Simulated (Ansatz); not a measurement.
## TaN: response to strain

Take TaN (space group P6/mmm, No. 191; a = 5.202 Å, c = 2.906 Å) as the base.

Strains are applied to the cell and any free atomic positions relax.

The values are results of PBEsol, PAW, 420 eV (Ansatz, a quantum-chemistry and plane-wave program; no SOC), not measurements.

Notes on the quantities. energy relative to the base: free energy F.

```tsv
isotropic strain (%)	energy relative to the base (meV/atom)
-0.36	1.3
0	0.0
0.47	?
1.03	10.5
2.33	51.6
```

Question: Fit ΔE = Aε² + Bε³ (ε in %) to the rows shown and predict the withheld row.

Answer: Least squares on the printed values gives A = 10.2 and B = -0.30 meV/atom (largest residual 0.0 meV/atom); this predicts 2.2 meV/atom, and the run gives 2.2 meV/atom, in agreement.

No phonon test of stability was made. All final runs are without spin polarisation. This is not the structure that TaN has at room temperature and ambient pressure.
